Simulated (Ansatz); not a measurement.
Levels about the gap of amorphous Hf₁₈O₃₇Sr (56 atoms in a cell of 730 Å³, 8.85 g/cm³; zone centre alone, so wide bands show as single levels with stretches between that a denser mesh fills), at the geometry that PBE relaxed, where it gives 0.0 GPa on a denser mesh. The participation number counts the atoms over which a state spreads; weights are charges in smoothed Voronoi cells. The levels come from a single point, so bond lengths are those of that geometry. Method of the levels: PBE, scalar-relativistic without spin-orbit coupling (Ansatz, a first-principles code). Sampling: the zone centre alone; Fermi-Dirac width 0.02 eV; no spin polarisation. At PBE the levels at the filled edge of the gap are localised (band-tail or defect states), and the nearest spread-out levels lie 4.1 eV apart at the zone centre.

The cell was made by melting and quenching with the CHGNet potential and then relaxed with DFT. O atoms were pushed apart under 1.9 Å during the dynamics, to hinder bonds among them. The hot cell started wider than the set density and was brought back towards it in steps. It is the lowest in DFT energy of 2 quenches. It is a model cell: composition and starting density were chosen by hand, and all elements were melted together. No dispersion term was used. Its density started from a set value of 8.83 and ended at 8.85 g/cm³. The simulated quench (nominally 300 K/ps over its main leg) is rapid and tends to freeze in more defects than a deposited or slowly cooled glass has. One small periodic cell is one sample of the glass; other quenches scatter about these values. Volume and shape were free in the relaxation.

| E - E(highest filled), eV | filling | participation number | largest on | weight O | weight Hf | weight Sr |
|---|---|---|---|---|---|---|
| -0.54 | filled | 20.7 | O, 3 neighbours | 0.94 | 0.06 | 0.00 |
| -0.50 | filled | 12.3 | O, 4 neighbours | 0.95 | 0.05 | 0.01 |
| -0.41 | filled | 24.7 | O, 3 neighbours | 0.95 | 0.04 | 0.00 |
| -0.36 | filled | 10.9 | O, 2 neighbours | 0.95 | 0.05 | 0.00 |
| -0.31 | filled | 17.2 | O, 3 neighbours | 0.95 | 0.05 | 0.00 |
| -0.12 | filled | 9.3 | O, 3 neighbours | 0.95 | 0.05 | 0.00 |
| 0.00 | filled | 8.3 | O, 3 neighbours | 0.95 | 0.04 | 0.00 |
| 3.82 | empty | 17.2 | Hf, 6 neighbours | 0.45 | 0.55 | 0.00 |
| 3.90 | empty | 28.1 | Hf, 6 neighbours | 0.38 | 0.62 | 0.00 |
| 4.17 | empty | 23.8 | Hf, 7 neighbours | 0.39 | 0.61 | 0.00 |
| 4.29 | empty | 24.3 | Hf, 6 neighbours | 0.37 | 0.63 | 0.01 |
| 4.36 | empty | 31.4 | Hf, 6 neighbours | 0.44 | 0.55 | 0.00 |
| 4.40 | empty | 22.5 | Hf, 6 neighbours | 0.38 | 0.62 | 0.00 |
| 4.46 | empty | 29.3 | Hf, 5 neighbours | 0.41 | 0.59 | 0.00 |

Most localised among these is the filled level at +0.00 eV, on a O atom, which has 3 neighbours (Hf 2.04 Å, Hf 2.18 Å, Hf 2.23 Å).
